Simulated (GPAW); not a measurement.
One base run on Mn2Co2C (P4/mmm, 5 atoms in the cell) and variants with one or two settings moved

```
CELL_PARAMETERS angstrom
      3.78325     0.00000     0.00000
      0.00000     3.78325     0.00000
      0.00000     0.00000     3.84885
ATOMIC_POSITIONS crystal
  Mn 0.00000 0.00000 0.00000
  Mn 0.50000 0.50000 0.00000
  Co 0.50000 0.00000 0.50000
  Co 0.00000 0.50000 0.50000
  C  0.50000 0.50000 0.50000
```
Moments meant for the start (each program seeds them in its own way; μB, in the order of the atoms Mn Mn Co Co C): 4.0 4.0 3.0 3.0 0.0.

Base run A: PBEsol, GPAW PAW datasets PBEsol (made by gpaw-setup) (GPAW), self-consistent single point.

Its settings: spinpol = true; mode = pw; ecut = 900 eV; xc = PBEsol; kpts = 5 5 5; mesh shift (steps) = 0 0 0; occupations.name = methfessel-paxton; occupations.width = 0.1 eV; occupations.order = 0; nbands = -11; symmetry.symmorphic = false; symmetry.tolerance = 0.0005; maxiter = 100.

The starting cell comes from a database of computed structures (which also holds hypothetical and non-ambient phases and stackings), without a prior relaxation at this level. Its lattice was rescaled by a random factor within 2.5 % of one. The magnetic order is the one reached from the typed start; others were not searched systematically. Without a gap this mesh is coarse (it stands for a supercell whose shortest vector is 19 Å).

ΔF is the free energy per atom less that of run A. A dash stands where there is no value to compare (another energy zero or no entropy term, no result, no spin, no clean gap, or a mesh too coarse for one). 

Run A gave: size of the net moment (μB/atom) 1.49; k-points 18; ending converged.

Runs:
- B: nbands: -11 → -2
- C: lattice scaled by 1.03
- D: kpts: 5 5 5 → 4 4 3; kpts_shift: 0 0 0 → 0.5 0.5 0.5
- E: convergence.energy: default → 2e-06 eV/electron; convergence.density: default → 7e-05 e/electron; convergence.eigenstates: default → 2e-10
- F: parallel starting moments (0.2 0.2 0.15 0.15 0 μB)
- G: occupations.fixmagmom: default → true

Problem. What does run F change against A?

Solution. The run ended unconverged after 100 iterations.

Problem. What does run G change against A?

Solution. The free energy goes up by 1.03 eV/atom and the size of the net moment goes from 1.49 to 2.80 μB/atom.

```csv
run,ΔF (meV/atom),size of the net moment (μB/atom),k-points,ending
A,0.00,1.49,18,converged
B,0.00,1.49,18,converged
C,99.4,1.65,18,converged
D,-4.3,1.31,6,converged
E,0.00,1.49,18,converged
F,–,–,18,not converged
G,1034.5,2.80,18,converged
```
